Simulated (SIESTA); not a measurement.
Input and output of a self-consistent single point for FeAl (Pm-3m, 2 atoms in the cell) (SIESTA).

Computed with GGA PBEsol, numerical atomic orbitals TZP, PseudoDojo PBEsol standard norm-conserving potentials (rewritten from UPF to PSML) (SIESTA).

```xyz
2
Lattice="2.9100 0.0000 0.0000 0.0000 2.9100 0.0000 0.0000 0.0000 2.9100" Properties=species:S:1:pos:R:3 pbc="T T T"
Al     1.4550     1.4550     1.4550
Fe     0.0000     0.0000     0.0000
```

Reference input (self-consistent single point, DFT, GGA PBE, numerical atomic orbitals TZP, PseudoDojo PBE standard norm-conserving potentials (rewritten from UPF to PSML)): XC.functional = GGA; XC.authors = PBE; potentials = PseudoDojo PBE standard; PAO.BasisSize = TZP; PAO.EnergyShift = 0.005 Ry; MeshCutoff = 350 Ry; kgrid.MonkhorstPack = 11 11 11; OccupationFunction = FD; ElectronicTemperature = 0.1 eV; MaxSCFIterations = 150; SCF.Mixer.Method = Broyden; SCF.Mixer.Weight = 0.1. This run's input differs from it in these lines:

```diff
@@ -1,2 +1,2 @@
-# files in the folder: Al.psml Fe.psml (PseudoDojo PBE standard)
+# files in the folder: Al.psml Fe.psml (PseudoDojo PBEsol standard)
 SystemName  FeAl
@@ -23,3 +23,3 @@
 XC.functional                GGA
-XC.authors                   PBE
+XC.authors                   PBEsol
 PAO.BasisSize                TZP
```

Output, abridged:

```
        iscf     Eharris(eV)        E_KS(eV)     FreeEng(eV)     dDmax    Ef(eV) dHmax(eV)
   scf:    1    -3440.647804    -3464.279289    -3464.359101  1.334470 -5.309978 15.954203
   scf:    2    -3472.799080    -3469.525872    -3469.620241  0.281381 -6.260097  6.339561
   scf:    3    -3470.547927    -3470.433058    -3470.531746  0.158295 -6.863443  0.241691
   scf:    4    -3470.448345    -3470.444127    -3470.542769  0.047398 -6.798492  0.549759
   scf:    5    -3470.455821    -3470.451797    -3470.550675  0.035200 -6.825059  0.035411
   [... 3 lines left out ...]
   scf:    9    -3470.451955    -3470.451942    -3470.550713  0.000242 -6.827725  0.003080
   scf:   10    -3470.451948    -3470.451945    -3470.550713  0.000081 -6.827976  0.000371
   scf:   11    -3470.451947    -3470.451946    -3470.550713  0.000017 -6.828019  0.000192
   scf:   12    -3470.451946    -3470.451946    -3470.550713  0.000009 -6.828036  0.000179
SCF Convergence by DM+H criterion
max |DM_out - DM_in|         :     0.0000086940
max |H_out - H_in|      (eV) :     0.0001785641
SCF cycle converged after 12 iterations

Using DM_out to compute the final energy and forces

siesta: E_KS(eV) =            -3470.4519

siesta: E_KS - E_eggbox =     -3470.4519

siesta: Atomic forces (eV/Ang):
     1   -0.000000    0.000000    0.000000
     2   -0.000000    0.000000   -0.000000
   Tot   -0.000000    0.000000   -0.000000
   Max    0.000000
   Res    0.000000    sqrt( Sum f_i^2 / 3N )
   Max    0.000000    constrained

Stress tensor Voigt[x,y,z,yz,xz,xy] (kbar):      125.15      125.15      125.15        0.00       -0.00       -0.00
(Free)E + p*V (eV/cell)    -3472.4756
Target enthalpy (eV/cell)    -3470.5507

siesta: Program's energy decomposition (eV):
siesta: FreeEng =     -3470.550713

   [... lines left out ...]
siesta: Cell volume =         24.642171 Ang**3
siesta:        -125.15208503       -125.15208504  kBar
   [... lines left out ...]
   2 15.344   1.868  -0.203  -0.057   0.262   1.991   1.991   1.991   0.268
              0.268   0.268   1.488   1.488   1.302   1.488   1.302  -0.175

             -0.175  -0.181  -0.175  -0.181   0.139   0.139   0.049   0.139

              0.049

mulliken: Qtot =       19.000

Mulliken Atomic Populations:
Atom #   charge [q] valence [e]  Species
     1    -0.656076    3.656076  Al
     2     0.656076   15.343924  Fe
 Total    -0.000000
```

The run converged in 12 iterations. Against the reference run the pressure goes from -8.08 to -12.52 GPa.

The starting cell has typed, rounded lattice constants, without a prior relaxation at this level. Spin polarisation is off. Values carry the incompleteness of an atom-centred basis. With a pressure of about -13 GPa the cell is away from its equilibrium volume at this level.

Cost on one core of a shared machine: roughly 3 min.
